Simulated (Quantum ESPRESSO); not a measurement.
Troubleshooting Quantum ESPRESSO: a failed run on a (101) slab of Hg3Pt (cut from a parent of space group no. 221; 12 atoms in the cell). The aim is a self-consistent single point with DFT, LDA (PZ), plane waves, GBRV 1.5 ultrasoft (LDA) pseudopotentials.

The input file:

```fortran
&control
 calculation = 'scf'
 prefix = 'Hg3Pt'
 outdir = './work'
 pseudo_dir = './'
 tprnfor = .true.
 tefield = .true.
 dipfield = .true.
/
&system
 ibrav = 0
 nat = 12
 ntyp = 2
 ecutwfc = 40
 ecutrho = 320
 occupations = 'smearing'
 smearing = 'marzari'
 degauss = 0.0073499
 edir = 3
 emaxpos = 0.970
 eopreg = 0.05
 eamp = 0.0
/
&electrons
 conv_thr = 1.0d-10
 mixing_beta = 0.5
 mixing_mode = 'local-TF'
/
ATOMIC_SPECIES
Hg   200.5920  hg_lda_v1.uspp.F.UPF
Pt   195.0840  pt_lda_v1.4.uspp.F.UPF
ATOMIC_POSITIONS angstrom
Hg    2.17211000    2.30387063    5.99999517
Hg    0.00000000    0.76795687    7.53590923
Hg    2.17211000    5.37569813    5.99999517
Hg    2.17211000    5.37569813    9.07190201
Hg    0.00000000    3.83978437   10.60779639
Hg    2.17211000    2.30387063    9.07190201
Hg    2.17211000    2.30387063   12.14369077
Hg    0.00000000    0.76795687   13.67960483
Hg    2.17211000    5.37569813   12.14369077
Pt    0.00000000    3.83978437    7.53590923
Pt    0.00000000    0.76795687   10.60779639
Pt    0.00000000    3.83978437   13.67960483
K_POINTS automatic
4 3 1  0 0 0
CELL_PARAMETERS angstrom
   4.34422000     0.00000000     0.00000000
   0.00000000     6.14365500     0.00000000
   0.00000000     0.00000000    19.67960000
```

Output, abridged:

```
     Presently no symmetry can be used with electric field

 %%%%%%%%%%%%%%%%%%%%%%%%%%%%%%%%%%%%%%%%%%%%%%%%%%%%%%%%%%%%%%%%%%%%%%%%%%%%%%
     Error in routine  set_occupations (1):
      smearing marzari unknown
 %%%%%%%%%%%%%%%%%%%%%%%%%%%%%%%%%%%%%%%%%%%%%%%%%%%%%%%%%%%%%%%%%%%%%%%%%%%%%%

     stopping ...
```

**Question.** Read the log: what does the program object to, and what is the fix?

**Answer.** The fault is a value that the program does not know. The key takes a closed list of words, and names differ between codes. To fix it, use one of the words that the key accepts. The program stopped before any SCF iteration.

The sound input it was made from differs as follows (other fixes are possible):
```diff
- smearing = 'marzari'
+ smearing = 'methfessel-paxton'
```

With that input, the run converged in 20 iterations: free energy E − TS -21764.0926 eV; Fermi level (on the code's own zero) 3.74 eV; largest force (vector length) 2.249 eV/Å (DFT, LDA (PZ), plane waves, GBRV 1.5 ultrasoft (LDA) pseudopotentials).

On the sound input: the starting cell comes from a database of computed structures (which also holds hypothetical and non-ambient phases and stackings), without a prior relaxation at this level. The slab is cut from that crystal, and its faces are unrelaxed. Spin polarisation is off. Forces in this geometry exceed 1 eV/Å. Without a gap this mesh is coarse (it stands for a supercell whose shortest in-plane vector is 17 Å).
